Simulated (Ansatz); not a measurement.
The starting structures come from a database of crystals and need not be the phases stable at ambient conditions.

By PBEsol, the system below comes out a metal.

Input:

```
IrO2
1.0
    4.90337     0.00000     0.00000
    0.00000     6.93441     0.00000
    0.00000     3.46721     3.46721
Ir O
4 8
Direct
  0.00000   0.50000   0.00000
  0.50000   0.00000   0.50000
  0.00000   0.00000   0.00000
  0.50000   0.50000   0.50000
  0.65013   0.84987   0.00000
  0.34987   0.15013   0.00000
  0.15013   0.65013   0.50000
  0.84987   0.34987   0.50000
  0.34987   0.34987   0.30026
  0.65013   0.65013   0.69974
  0.84987   0.15013   0.19974
  0.15013   0.84987   0.80026
```

Space group of this cell: Pa-3. The cell is taken as given; by PBEsol its mean pressure is -8.0 GPa.

The current flows along the normal of the first two printed cell vectors, the (110) plane of the conventional cell. No spin-orbit coupling; the value is a mean over 0.1 eV about the Fermi level.

### Question
Compute, with Ansatz (a first-principles code) with PBEsol, the ballistic conductance per area.

### Answer
0.87 × 10¹⁵ S/m² for both spins.
